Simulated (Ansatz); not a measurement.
**TiAu in the CsCl type structure (space group Pm-3m, No. 221)**

```cif
data_AuTi
_chemical_formula_sum 'Ti1 Au1'
_space_group_name_H-M_alt 'P 1'
_space_group_IT_number 1
_cell_length_a 3.21804
_cell_length_b 3.21804
_cell_length_c 3.21804
_cell_angle_alpha 90.000
_cell_angle_beta 90.000
_cell_angle_gamma 90.000
loop_
_space_group_symop_operation_xyz
  'x, y, z'
loop_
_atom_site_label
_atom_site_type_symbol
_atom_site_fract_x
_atom_site_fract_y
_atom_site_fract_z
_atom_site_occupancy
Ti1 Ti 0.50000 0.50000 0.50000 1
Au1 Au 0.00000 0.00000 0.00000 1
```

Level of theory: plane-wave PAW DFT at the PBEsol level (Ansatz, an electronic-structure program, 420 eV), without spin-orbit coupling. Γ-centred 14×14×14 mesh, Fermi–Dirac width 0.05 eV.

| Quantity | Result |
|---|---|
| Volume per atom | 16.66 Å³ |
| Density | 12.20 g/cm³ |
| Band gap | zero |
| Total energy | -7740.837 eV/atom (σ→0; compares only within this code and set-up) |

Stability against distortions was not tested. All final runs are without spin polarisation. An odd electron count without spin: TiAu.
